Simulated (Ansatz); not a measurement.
HgS in the zinc blende structure (space group F-43m, No. 216)

Space group F-43m (No. 216); a = b = c = 5.9916 Å, α = β = γ = 90.00°

```csv
atom,site,symmetry,x,y,z
Hg,4a,-43m,0.0000,0.0000,0.0000
S,4d,-43m,0.7500,0.7500,0.7500
```
(The calculation used a cell of 2 atoms; values per cell refer to that cell.)

The values are results of PBE (Ansatz, a quantum-chemistry and plane-wave program, PAW, without spin-orbit coupling), not measurements. Γ-centred 10×10×10 mesh, Fermi–Dirac width 0.05 eV.

- Volume per atom = 26.89 Å³
- Density = 7.18 g/cm³
- Band gap = zero
- Total energy = -7357.905 eV/atom (σ→0; compares only within this code and set-up)

With Hg present, leaving out spin-orbit coupling can change the band edges. Stability against distortions was not tested. The final runs are not spin-polarised. A zero or small gap of HgS can be the functional's error rather than a property of the material.
